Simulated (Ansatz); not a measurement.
Base system: Al in the fcc (Cu type) structure (space group Fm-3m, No. 225; a = 4.041 Å; relaxed with 0.1 eV smearing).

Structures relaxed with PBE, PAW, 420 eV (Ansatz, a program for electronic structure; no SOC), earlier PAW set.

Base:

Simulated powder pattern, Cu Kα1, λ = 1.54056 Å (kinematic, ideal powder, no thermal factors, no anomalous dispersion; the 14 strongest lines at most, above 2 %, up to 2θ = 90°):

| 2θ (°) | I/Imax (%) | hkl |
|---|---|---|
| 38.56 | 100 | (111) |
| 44.82 | 48 | (200) |
| 65.26 | 31 | (220) |
| 78.43 | 36 | (311) |
| 82.65 | 10 | (222) |

Now apply this change: the cell is scaled by 0.9857 in all directions; the atoms relax in the strained cell.

After the change:

Simulated powder pattern, Cu Kα1, λ = 1.54056 Å (kinematic, ideal powder, no thermal factors, no anomalous dispersion; the 14 strongest lines at most, above 2 %, up to 2θ = 90°):

```
2θ (°)  I/Imax (%)    hkl
------  ----------  -----
39.14          100  (111)
45.51           48  (200)
66.32           30  (220)
79.79           35  (311)
84.12           10  (222)
```

The indices refer to the base's conventional cell; one index is shown for lines that coincide.

No phonon test of stability was made.
